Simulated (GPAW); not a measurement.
A user runs GPAW on BaMg2 (P6_3/mmc, 12 atoms in the cell) and asks whether the run is sound. The aim is a self-consistent single point with DFT PBEsol, plane waves, GPAW PAW datasets PBEsol (made by gpaw-setup).

Cell that was meant: a = 6.6699 Å, b = 6.6699 Å, c = 10.6020 Å, α = 90.00°, β = 90.00°, γ = 120.00°.

Part of the input:

```python
                                [0.675200, 0.837600, 0.750000]],
              pbc=True)

calc = GPAW(mode={'name': 'pw', 'ecut': 200},
            xc='PBEsol',
            kpts=(5, 5, 3),
            occupations={'name': 'methfessel-paxton', 'width': 0.272, 'order': 0},
```

Output, abridged:

```
Input parameters:
  convergence: {density: 1e-05,
                energy: 1e-05}
  kpts: [5 5 3]
  maxiter: 120
  mode: {ecut: 200,
   [... lines left out ...]
  11 Mg     1.710162    4.838231    7.951500    ( 0.0000,  0.0000,  0.0000)

Unit cell:
           periodic     x           y           z      points  spacing
  1. axis:    yes    6.669900    0.000000    0.000000    24     0.2407
  2. axis:    yes   -3.334950    5.776303    0.000000    24     0.2407
  3. axis:    yes    0.000000    0.000000   10.602000    36     0.2945

  Lengths:   6.669900   6.669900  10.602000
  Angles:   90.000000  90.000000 119.999999

Effective grid spacing dv^(1/3) = 0.2701
     iter     time        total  log10-change:
                         energy   eigst   dens
iter:   1 --:--:--   -21.277290
iter:   2 --:--:--   -21.352391   -1.79  -1.38
iter:   3 --:--:--   -20.856942   -2.08  -1.41
iter:   4 --:--:--   -20.812682   -2.13  -1.61
iter:   5 --:--:--   -20.712275   -2.89  -1.88
iter:   6 --:--:--   -20.706348   -4.27  -2.25
iter:   7 --:--:--   -20.703603   -3.80  -2.33
iter:   8 --:--:--   -20.701655   -3.55  -2.50
iter:   9 --:--:--   -20.697234   -4.28  -2.72
iter:  10 --:--:--   -20.696812   -4.87  -2.88
iter:  11 --:--:--   -20.696843c  -5.78  -3.46
   [... lines left out ...]
iter:  13 --:--:--   -20.696793c  -7.04  -3.49
iter:  14 --:--:--   -20.696676c  -6.19  -3.52
iter:  15 --:--:--   -20.696692c  -6.93  -3.64
iter:  16 --:--:--   -20.696731c  -7.44c -3.78
iter:  17 --:--:--   -20.696800c  -7.00  -3.97
iter:  18 --:--:--   -20.696815c  -7.90c -4.18
iter:  19 --:--:--   -20.696814c  -8.77c -4.27
iter:  20 --:--:--   -20.696791c  -7.63c -4.32
iter:  21 --:--:--   -20.696790c  -8.86c -4.82
iter:  22 --:--:--   -20.696794c  -9.30c -4.85
iter:  23 --:--:--   -20.696795c  -9.20c -4.95
iter:  24 --:--:--   -20.696796c -10.27c -5.03c
Converged after 24 iterations.

Dipole moment: (0.000000, -0.000000, -0.000000) |e|*Ang

Energy contributions relative to reference atoms: (reference = -928264.394759)

Kinetic:        +68.758773
Potential:      -46.007790
External:        +0.000000
XC:             -45.498694
Entropy (-ST):   -0.388722
Local:           +2.245275
SIC:             +0.000000
--------------------------
Free energy:    -20.891157
Extrapolated:   -20.696796

Showing only first 2 kpts
 Kpt  Band  Eigenvalues  Occupancy
  0    58      4.10680    1.98952
  0    59      4.13881    1.98329
  0    60      4.13885    1.98328
  0    61      4.28617    1.89622

  1    58      4.21830    1.95226
  1    59      4.21831    1.95225
  1    60      4.42823    1.62555
  1    61      4.42825    1.62550

   [... lines left out ...]
Fermi level: 4.59906
No gap
   [... lines left out ...]
  7 Mg    0.00836   -0.00483    0.00000
  8 Mg    0.00836    0.00483    0.00000
  9 Mg    0.00000    0.00965    0.00000
 10 Mg   -0.00836    0.00483   -0.00000
 11 Mg   -0.00836   -0.00483    0.00000

Stress tensor:
     0.008537     0.000000     0.000000
     0.000000     0.008537     0.000000
     0.000000     0.000000     0.009210
Stress (GPa, Voigt): [1.3678 1.3678 1.4755 0.     0.     0.    ]
```

Task: Can these results be used? Check the input.

Result: The run is not sound. The fault is a basis or grid far too coarse for these potentials. The error of an incomplete plane-wave basis or grid does not cancel at such settings. To fix it, restore the cutoff that the potentials need and check convergence. The run converged in 24 iterations without an error; against the sound input the free energy goes up by 297 meV/atom, the pressure goes from -0.95 to -1.40 GPa and the largest force hardly changes (0.008 to 0.010 eV/Å).

An input that runs soundly differs in these lines (not the only fix; some lines may just follow from the change or write a value another way):
```diff
-calc = GPAW(mode={'name': 'pw', 'ecut': 200},
+calc = GPAW(mode={'name': 'pw', 'ecut': 800},
```

With that input, the run converged in 23 iterations: free energy E − TS (from the program's reference atoms) -24.4577 eV; Fermi level (on the code's own zero) 4.59 eV; pressure -0.95 GPa; largest force (vector length) 0.008 eV/Å (DFT PBEsol, plane waves, GPAW PAW datasets PBEsol (made by gpaw-setup)).

On the sound input: the starting cell comes from a database of published, mostly measured structures (it also holds non-ambient and calculated ones), without a prior relaxation at this level.
